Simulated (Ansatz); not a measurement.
A self-consistent single point of La (P6_3/mmc, 2 atoms in the cell) with Ansatz (a first-principles code).

Level of theory: PBE (plane waves, PAW; Ansatz).

The change in words: lattice scaled by 0.98. Reference geometry:
```
CELL_PARAMETERS angstrom
      3.74628     0.00000     0.00000
     -1.87314     3.24438     0.00000
      0.00000     0.00000     6.08245
ATOMIC_POSITIONS crystal
  La 0.33333 0.66667 0.25000
  La 0.66667 0.33333 0.75000
```

Reference input (self-consistent single point, DFT, PBE, plane waves, default PAW files): basis.ecutwfc = 420 eV; kpoints.mp_grid.grid = 13 13 7; hamiltonian.xc = pbe; hamiltonian.pseudopotentials = {kind: paw} (the program's default PAW files); scf.occupations.method = gaussian; scf.occupations.width = 0.136 eV. This run's input differs from it in these lines:

```diff
@@ -2,5 +2,5 @@
   lattice:
-    - [3.74628500, 0.00000000, 0.00000000]
-    - [-1.87314200, 3.24437700, 0.00000000]
-    - [0.00000000, 0.00000000, 6.08244600]
+    - [3.67135900, 0.00000000, 0.00000000]
+    - [-1.83567900, 3.17948900, 0.00000000]
+    - [0.00000000, 0.00000000, 5.96079700]
   atoms:
```

Output, abridged:

```
SCF iter   1: F=—  HF=-12500.119088 eV  |F-HF|=—  |Δ(HF+E_count)|=         —  Δρ=2.36e-3  dr2=2.06e-3  ethr=1.77e-3  ⟨swp⟩=5.3  Hψ=6377  notcnv=0
all-band conjugate gradients solve this SCF's bands
preconditioner: auto → Kerker (q_TF=auto, 2.252 Å⁻¹)
SCF iter   2: F=—  HF=-12500.118825 eV  |F-HF|=—  |Δ(HF+E_count)|=   2.64e-4  Δρ=1.40e-3  dr2=7.79e-4  ethr=9.36e-6  ⟨swp⟩=2.1  Hψ=2797  notcnv=0
SCF iter   3: F=—  HF=-12500.119474 eV  |F-HF|=—  |Δ(HF+E_count)|=   6.49e-4  Δρ=2.23e-4  dr2=3.20e-5  ethr=3.54e-6  ⟨swp⟩=2.0  Hψ=2048  notcnv=0
SCF iter   4: F=—  HF=-12500.119517 eV  |F-HF|=—  |Δ(HF+E_count)|=   4.34e-5  Δρ=5.88e-5  dr2=3.04e-6  ethr=1.45e-7  ⟨swp⟩=2.1  Hψ=2188  notcnv=0
SCF iter   5: F=—  HF=-12500.119517 eV  |F-HF|=—  |Δ(HF+E_count)|=   2.34e-7  Δρ=2.17e-5  dr2=4.35e-7  ethr=1.38e-8  ⟨swp⟩=1.0  Hψ=1269  notcnv=0
SCF iter   6: F=-12500.119517 eV  HF=-12500.119517 eV  |F-HF|=8.34e-9  |Δ(HF+E_count)|=   1.00e-8  Δρ=7.09e-6  dr2=3.72e-8  ethr=4.55e-10  ⟨swp⟩=8.1  Hψ=6351  notcnv=0
SCF 1 converged in 6 iterations: F = -12500.119517 eV  dr2 = 3.72e-8
Free energy (F): -12500.119517 eV
Internal energy: -12500.088245 eV  (E = F + TS)
E sigma→0 (E₀):  -12500.103881 eV
Entropy (-TS):   -0.031273 eV (-15.636 meV/atom)
Fermi energy:    11.868862 eV
--- Forces (eV/Å), atoms counted from 1 ---
  atom   1  La    -0.00000000     0.00000000     0.00000000
  atom   2  La    -0.00000000     0.00000000    -0.00000000
--- Stress (GPa, compression-positive) ---
        2.177400      -0.000000       0.000000
        0.000000       2.177400       0.000000
        0.000000       0.000000       2.288016
  P = ⅓ Tr σ = 2.2143 GPa (22.143 kbar)
  The stress holds the Pulay correction. Without it, at fixed plane waves, as pw.x and ABINIT print it: P = 2.2103 GPa
```

The run converged in 6 iterations. Against the reference run the free energy rises by 17.7 meV/atom and the pressure goes from 0.45 to 2.21 GPa.

The starting cell was generated: these elements placed on a structure prototype, without a prior relaxation; it need not be a known phase or ordering of this composition. Its lattice was rescaled by a random factor within 2.5 % of one. For this run, on top of that: lattice scaled by 0.98. Ansatz's pressure includes its estimate of the finite-basis (Pulay) stress.

Keys are those of Ansatz 0.2.
